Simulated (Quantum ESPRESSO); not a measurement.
**Habitual settings against a tight run: CaCu5 (P6/mmm, 6 atoms in the cell)**

Self-consistent single point.

```
CELL_PARAMETERS angstrom
      5.16471     0.00000     0.00000
     -2.58235     4.47277     0.00000
      0.00000     0.00000     4.11218
ATOMIC_POSITIONS crystal
  Ca 0.00000 0.00000 0.00000
  Cu 0.33333 0.66667 0.00000
  Cu 0.66667 0.33333 0.00000
  Cu 0.50000 0.00000 0.50000
  Cu 0.50000 0.50000 0.50000
  Cu 0.00000 0.50000 0.50000
```

Level of theory: LDA (PZ), PSlibrary PAW (LDA) pseudopotentials (plane waves; Quantum ESPRESSO).

Base settings: ecutwfc = 55 Ry; ecutrho = 330 Ry; occupations = smearing; smearing = fermi-dirac; degauss = 0.0073499 Ry; potentials = {Ca: Ca.pz-spn-kjpaw_psl.1.0.0.UPF, Cu: Cu.pz-dn-kjpaw_psl.1.0.0.UPF}; K_POINTS = automatic 8 8 8 0 0 0; conv_thr = 1e-10 Ry; mixing_beta = 0.3.

Tight run (finer mesh or higher cutoff; not a proven limit): ecutwfc: 55 Ry → 77 Ry; ecutrho: 330 Ry → 462 Ry; conv_thr: 1e-10 Ry → 7.3e-11 Ry; K_POINTS: automatic 8 8 8 0 0 0 → automatic 11 11 11 0 0 0. It gave Fermi level (on the code's own zero) 9.60 eV; pressure -11.85 GPa.

Quick runs, as changes from the base:
- A: the base itself
- B: degauss: 0.0073499 Ry → 0.0099958 Ry; K_POINTS: automatic 8 8 8 0 0 0 → automatic 4 4 4 0 0 0
- C: ecutwfc: 55 Ry → 28 Ry; ecutrho: 330 Ry → 168 Ry; degauss: 0.0073499 Ry → 0.019992 Ry
- D: ecutwfc: 55 Ry → 33 Ry; ecutrho: 330 Ry → 198 Ry; conv_thr: 1e-10 Ry → 7.3e-06 Ry; K_POINTS: automatic 8 8 8 0 0 0 → automatic 3 3 3 0 0 0
- E: ecutwfc: 55 Ry → 38 Ry; ecutrho: 330 Ry → 228 Ry; K_POINTS: automatic 8 8 8 0 0 0 → automatic 4 4 4 1 1 1
- F: ecutwfc: 55 Ry → 33 Ry; ecutrho: 330 Ry → 198 Ry; conv_thr: 1e-10 Ry → 7.3e-05 Ry; K_POINTS: automatic 8 8 8 0 0 0 → automatic 1 1 1 0 0 0

Energies are extrapolated to zero smearing width, which holds to low order in the width alone (under cold and Methfessel-Paxton smearing the free energy itself is taken).

Dashes: pressure of D, F, not trusted under this conv_thr with d or f elements; time of D, F, under 30 s.

The count of work is k-points × plane waves × bands × iterations; it is no time. Core times come from one kind of shared machine and are given to one figure; runs under 30 s give none.

The starting cell comes from a database of computed structures (which also holds hypothetical and non-ambient phases and stackings), without a prior relaxation at this level. Its lattice was rescaled by a random factor within 2.5 % of one. Spin polarisation is off. In the base run, with a pressure of about -12 GPa the cell is away from its equilibrium volume at this level.

```tsv
run	energy less tight (meV/atom)	pressure less tight (GPa)	count of work / tight	core time / tight (rough)
A	7.5	-0.20	0.32	0.3
B	23.8	-0.08	0.070	0.1
C	446.0	-33.83	0.12	0.1
D	113.8	–	0.0088	–
E	61.0	0.01	0.043	0.07
F	1254.2	–	0.0019	–
```

Among the runs at the tight run's level, the energy misses run from 7.5 to 1254.2 meV/atom.
